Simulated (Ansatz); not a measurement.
An Ansatz (a first-principles code) input for (Bi,Sb) alloy cell BiSb7 (arsenic (A7) type start):

Ansatz 0.2 input:
```yaml
crystal:
  lattice:
    - [8.7567523, 5.0557133, 3.8453116]
    - [-8.7567523, 5.0557133, 3.8453116]
    - [0.0, -10.1114266, 3.8453116]
  atoms:
    - { symbol: Sb, position: [0.233907, 0.483907, 0.983907] }
    - { symbol: Sb, position: [0.233907, 0.733907, 0.733907] }
    - { symbol: Sb, position: [0.233907, 0.983907, 0.483907] }
    - { symbol: Sb, position: [0.483907, 0.233907, 0.983907] }
    - { symbol: Sb, position: [0.233907, 0.233907, 0.233907] }
    - { symbol: Sb, position: [0.483907, 0.483907, 0.733907] }
    - { symbol: Sb, position: [0.483907, 0.733907, 0.483907] }
    - { symbol: Sb, position: [0.733907, 0.983907, 0.983907] }
    - { symbol: Sb, position: [0.483907, 0.983907, 0.233907] }
    - { symbol: Sb, position: [0.733907, 0.233907, 0.733907] }
    - { symbol: Sb, position: [0.733907, 0.483907, 0.483907] }
    - { symbol: Sb, position: [0.983907, 0.733907, 0.983907] }
    - { symbol: Sb, position: [0.733907, 0.733907, 0.233907] }
    - { symbol: Sb, position: [0.983907, 0.983907, 0.733907] }
    - { symbol: Bi, position: [0.983907, 0.233907, 0.483907] }
    - { symbol: Sb, position: [0.983907, 0.483907, 0.233907] }
    - { symbol: Sb, position: [0.766093, 0.016093, 0.516093] }
    - { symbol: Sb, position: [0.766093, 0.266093, 0.266093] }
    - { symbol: Sb, position: [0.766093, 0.516093, 0.016093] }
    - { symbol: Bi, position: [0.016093, 0.766093, 0.516093] }
    - { symbol: Sb, position: [0.766093, 0.766093, 0.766093] }
    - { symbol: Bi, position: [0.016093, 0.016093, 0.266093] }
    - { symbol: Sb, position: [0.016093, 0.266093, 0.016093] }
    - { symbol: Sb, position: [0.266093, 0.516093, 0.516093] }
    - { symbol: Sb, position: [0.016093, 0.516093, 0.766093] }
    - { symbol: Sb, position: [0.266093, 0.766093, 0.266093] }
    - { symbol: Sb, position: [0.266093, 0.016093, 0.016093] }
    - { symbol: Sb, position: [0.516093, 0.266093, 0.516093] }
    - { symbol: Bi, position: [0.266093, 0.266093, 0.766093] }
    - { symbol: Sb, position: [0.516093, 0.516093, 0.266093] }
    - { symbol: Sb, position: [0.516093, 0.766093, 0.016093] }
    - { symbol: Sb, position: [0.516093, 0.016093, 0.766093] }
basis:
  ecutwfc: 420
  ecutrho_ratio: 4
  xc_grid: 2
kpoints:
  mp_grid: { grid: [4, 4, 4] }
hamiltonian:
  xc: pbe
  dispersion: d3bj
  pseudopotentials: { kind: paw }
scf:
  n_extra_bands: 58
  occupations: { method: fermi_dirac, width: 0.05 }
output:
  forces: true
  stress: true
relax:
  f_tol: 0.03
  max_steps: 90
  cell: { stress_tol: 0.15 }
```

Method: PBE+D3(BJ) (plane waves to 420 eV, PAW; Ansatz). Spin–orbit coupling is left out. Its k-point mesh 4×4×4, Fermi–Dirac width 0.05 eV.

**Question.** What does the end of the output print (band table and long remarks left out, numbers rounded to eight decimals)?

**Answer.** 
```
SCF converged after 5 iterations
Free energy (F): -231166.502163 eV
Harris-Foulkes:  -231166.502163 eV  (|F-HF|=1.80e-9)
Internal energy: -231166.475228 eV  (E = F + TS)
E sigma→0 (E₀):  -231166.488696 eV
Entropy (-TS):   -0.026935 eV (-0.842 meV/atom)
Fermi energy:    10.160611 eV
--- Per-component energies (eV) ---
  E_band       = -5084.921568
  E_kinetic    = 7009.041135
  E_local      = -50531.176042  (includes V_loc(G=0)·N_el)
  E_nonlocal   = 12379.884216
  E_hartree    = 22158.887779
  E_xc         = -4484.399551
  E_vxc        = -3275.854925  (∫ρ·V_xc dr)
  E_paw        = -170760.749089  (= ΣΔE_a)
  E_vpaw       = -14984.580987  (= ΣTr[D̂ρ^β])
  E_aug_tail   = -0.001778  (compensation charges beyond the density's cutoff)
  E_ewald      = -46922.708070
  E_disp       = -15.253828  (pairwise vdW)
  E_smearing   = -0.026935  (= −TS)
  E_closure    = 0.000000  (closes the sum)
  Σ components = -231166.502163   (vs F -231166.502163, Δ=0.00e0)
--- Forces (eV/Å), atoms counted from 1 ---
  atom   1  Sb    -0.00045620     0.00006800     0.00097436
  atom   2  Sb    -0.00032451    -0.00025769     0.00078362
  atom   3  Sb     0.00016314    -0.00024341     0.00102822
  atom   4  Sb     0.00107355    -0.00045460     0.00113413
  atom   5  Sb    -0.00027473     0.00085122     0.00088526
  atom   6  Sb    -0.00062439     0.00036648     0.00070614
  atom   7  Sb     0.00027429     0.00034365     0.00035859
  atom   8  Sb    -0.00011012    -0.00037033     0.00114829
  atom   9  Sb    -0.00039722    -0.00031504     0.00053935
  atom  10  Sb     0.00023054     0.00044835     0.00000876
  atom  11  Sb     0.00022258    -0.00018500     0.00022298
  atom  12  Sb    -0.00002625     0.00006100     0.00046478
  atom  13  Sb    -0.00054534     0.00027955     0.00135479
  atom  14  Sb    -0.00031033     0.00003968     0.00027533
  atom  15  Bi    -0.00016367     0.00020463     0.00289903
  atom  16  Sb    -0.00021512    -0.00021202     0.00057670
  atom  17  Sb     0.00043676    -0.00135168    -0.00053091
  atom  18  Sb    -0.00167844     0.00115929    -0.00135330
  atom  19  Sb    -0.00011489    -0.00031656    -0.00056856
  atom  20  Bi    -0.00021239     0.00026178    -0.00065117
  atom  21  Sb    -0.00005123     0.00000968    -0.00016919
  atom  22  Bi     0.00060071    -0.00093682    -0.00258080
  atom  23  Sb     0.00087305     0.00013454    -0.00037972
  atom  24  Sb     0.00046399    -0.00014096    -0.00128287
  atom  25  Sb    -0.00029246     0.00031293    -0.00054939
  atom  26  Sb     0.00014999     0.00033391    -0.00014283
  atom  27  Sb    -0.00000026     0.00029396    -0.00054419
  atom  28  Sb     0.00019572    -0.00044422    -0.00013705
  atom  29  Bi     0.00116832    -0.00018963    -0.00223292
  atom  30  Sb     0.00015296    -0.00004207    -0.00073556
  atom  31  Sb     0.00019764     0.00036047    -0.00111392
  atom  32  Sb    -0.00040573    -0.00006897    -0.00038585
  max |Σ_I F_I| component: 2.11e-6 eV/Å
--- Stress (GPa, compression-positive) ---
        0.004832       0.001281       0.000229
        0.001281       0.003432      -0.000682
        0.000229      -0.000682       0.005592
  P = ⅓ Tr σ = 0.0046 GPa (0.046 kbar)
--- Relaxed structure (7 steps of the walk, 5 accepted, 1 SCFs on fresh bases) ---
  F+E_penalty+E_count = -231166.50216335 eV   max|allowed force component| = 2.899e-3 eV/Å   (the final SCF, on the basis selected at the relaxed cell)
  cell:  # Å, volume = 973.0264 Å³
    - [8.69792106, 5.02168095, 3.71599063]
    - [-8.69377643, 5.01860078, 3.71060199]
    - [-0.00059520, -10.04260359, 3.71634903]
  atoms:
    - { symbol: Sb, position: [0.23545905, 0.48949990, 0.98991875] }
    - { symbol: Sb, position: [0.24060881, 0.73578781, 0.74037409] }
    - { symbol: Sb, position: [0.24392341, 0.98597402, 0.48634220] }
    - { symbol: Sb, position: [0.49018528, 0.23438512, 0.98975860] }
    - { symbol: Sb, position: [0.24020070, 0.23973456, 0.23412960] }
    - { symbol: Sb, position: [0.48991952, 0.48906085, 0.73477116] }
    - { symbol: Sb, position: [0.48736394, 0.73669156, 0.48552585] }
    - { symbol: Sb, position: [0.73341114, 0.98464390, 0.98422159] }
    - { symbol: Sb, position: [0.48674083, 0.98584493, 0.23563903] }
    - { symbol: Sb, position: [0.73479479, 0.23595440, 0.73640629] }
    - { symbol: Sb, position: [0.73247350, 0.48390900, 0.48393844] }
    - { symbol: Sb, position: [0.98425039, 0.73452190, 0.98475410] }
    - { symbol: Sb, position: [0.73116918, 0.73270719, 0.23232921] }
    - { symbol: Sb, position: [0.98167857, 0.98692987, 0.73938191] }
    - { symbol: Bi, position: [0.98400357, 0.24115174, 0.48894457] }
    - { symbol: Sb, position: [0.98395796, 0.48424021, 0.23265354] }
    - { symbol: Sb, position: [0.75980867, 0.01158611, 0.51666051] }
    - { symbol: Sb, position: [0.75893339, 0.26541727, 0.25908343] }
    - { symbol: Sb, position: [0.76286789, 0.51328314, 0.01287474] }
    - { symbol: Bi, position: [0.01306745, 0.76217605, 0.51336471] }
    - { symbol: Sb, position: [0.76229599, 0.76285314, 0.76460546] }
    - { symbol: Bi, position: [0.01430868, 0.01014892, 0.25942706] }
    - { symbol: Sb, position: [0.01499233, 0.26454838, 0.01398554] }
    - { symbol: Sb, position: [0.26789595, 0.51707650, 0.51587430] }
    - { symbol: Sb, position: [0.01620566, 0.51673413, 0.76738667] }
    - { symbol: Sb, position: [0.26644551, 0.76344176, 0.26329833] }
    - { symbol: Sb, position: [0.26596107, 0.01456988, 0.01506063] }
    - { symbol: Sb, position: [0.51374598, 0.26359990, 0.51433372] }
    - { symbol: Bi, position: [0.26427778, 0.26227498, 0.76400723] }
    - { symbol: Sb, position: [0.51239031, 0.51318266, 0.26359454] }
    - { symbol: Sb, position: [0.51272989, 0.76393638, 0.01314989] }
    - { symbol: Sb, position: [0.51393279, 0.01413384, 0.76420432] }
```

Cost: roughly 2.1 core-hours.
